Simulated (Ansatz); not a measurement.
## Convergence test for HfWC2 (R-3m, 4 atoms in the cell)

```xyz
4
Lattice="1.5593 0.9003 5.1187 -1.5593 0.9003 5.1187 0.0000 -1.8006 5.1187" Properties=species:S:1:pos:R:3 pbc="T T T"
Hf     0.0000     0.0000     0.0000
W      0.0000     0.0000     7.6781
C      0.0000     0.0000     3.7738
C      0.0000     0.0000    11.5824
```

Computed with PBEsol, default PAW files made with PBE (plane waves; Ansatz, a program for electronic structure).

The starting cell comes from a database of computed structures (which also holds hypothetical and non-ambient phases and stackings), without a prior relaxation at this level. Its lattice was rescaled by a random factor within 2.5 % of one. Spin polarisation is off. In the base run, with a pressure of about 9 GPa the cell is away from its equilibrium volume at this level. Ansatz's pressure includes its estimate of the finite-basis (Pulay) stress.

Held fixed: kpoints.mp_grid.grid = 16 16 16; hamiltonian.xc = pbesol; hamiltonian.pseudopotentials = {kind: paw} (the program's default PAW files); scf.occupations.method = cold; scf.occupations.width = 0.2 eV.

ΔF is the free energy per atom less that of the last row (840 eV).

The first pressure column holds Ansatz's estimate of the finite-basis (Pulay) stress, which hides part of the cutoff error; the other is without it.

| basis.ecutwfc | ΔF (meV/atom) | pressure (GPa) | largest force (eV/Å) | pressure at a fixed set of plane waves (GPa) | plane waves | iterations |
|---|---|---|---|---|---|---|
| 170 eV | 7701.0 | 8.29 | 1.045 | -405.26 | 221 | 8 |
| 210 eV | 2179.6 | 5.51 | 0.202 | -134.48 | 325 | 8 |
| 250 eV | 618.1 | 7.91 | 0.050 | -43.03 | 361 | 7 |
| 295 eV | 129.9 | 9.29 | 0.066 | -4.00 | 501 | 7 |
| 335 eV | 34.6 | 9.13 | 0.043 | 5.60 | 609 | 7 |
| 380 eV | 9.3 | 9.07 | 0.015 | 8.03 | 707 | 7 |
| 420 eV | 2.8 | 9.02 | 0.022 | 8.68 | 833 | 7 |
| 485 eV | 0.77 | 8.97 | 0.024 | 8.94 | 1075 | 7 |
| 545 eV | 0.56 | 8.96 | 0.023 | 8.94 | 1231 | 7 |
| 630 eV | 0.27 | 8.96 | 0.023 | 8.94 | 1527 | 7 |
| 735 eV | 0.08 | 8.95 | 0.023 | 8.94 | 1919 | 7 |
| 840 eV | 0.00 | 8.95 | 0.023 | 8.94 | 2425 | 7 |

Pressure within 0.5 GPa of the last row: from basis.ecutwfc = 295 eV on; the one before it is off by 1.0 GPa. The value it settles on is 8.9 GPa at this level of theory and with the other settings as held.

Keys are those of Ansatz 0.2.
